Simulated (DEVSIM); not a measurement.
Structure: illuminated Si p-on-n cell, one wavelength, at 300 K.

Layer 1 from the left is Si, thickness (μm) 0.240, Na (cm⁻³) 7.7e18, τn (s) 4.5e-9, τp (s) 5.9e-9, absorption coefficient (cm⁻¹) 380. Layer 2 from the left is Si, thickness (μm) 54.0, Nd (cm⁻³) 1.8e15, τn (s) 2.8e-7, τp (s) 2.8e-7, absorption coefficient (cm⁻¹) 380.

Left contact: ohmic, minority electron recombination velocity 400 cm/s. Right contact: ohmic, minority hole recombination velocity 10 cm/s. Voltage is applied to the left contact. Recombination: SRH at mid-gap, radiative, Auger. Gap narrowing is on: ΔEg = 6.92 meV × (l + √(l² + 0.5)), l = ln(N/1.3e17 cm⁻³), shared equally by both band edges. Light enters at the left, 1.1e17 photons cm⁻² s⁻¹, one pass, no reflection. Mobility is μmin + (μ − μmin)/(1 + (N/Nref)^α).

Constants are typed, rounded textbook-type inputs, not results; the design itself was drawn at random and stands for no fabricated device. Values at 300 K.

Si: gap (eV) 1.124, affinity (eV) 4.05, permittivity 11.7, Nc (cm⁻³) 2.86e19, Nv (cm⁻³) 3.1e19, μn (cm²/Vs) 1417, μp (cm²/Vs) 470, μn,min 52, μp,min 45, Nref,n 9.7e16, Nref,p 2.2e17, αn 0.68, αp 0.72, B (cm³/s) 4.7e-15, Cn (cm⁶/s) 2.8e-31, Cp (cm⁶/s) 9.9e-32.

Model (solved in DEVSIM): 1D drift-diffusion, Boltzmann statistics, complete ionisation; no tunnelling, impact ionisation, image-force lowering or self-heating.

Problem. What does the simulation give for the potential step across the device at zero bias, the short-circuit current, the open-circuit voltage, the fill factor?

Solution. potential step across the device at zero bias 0.809 V; short-circuit current 7.67 mA/cm²; open-circuit voltage 0.477 V; fill factor 0.78.
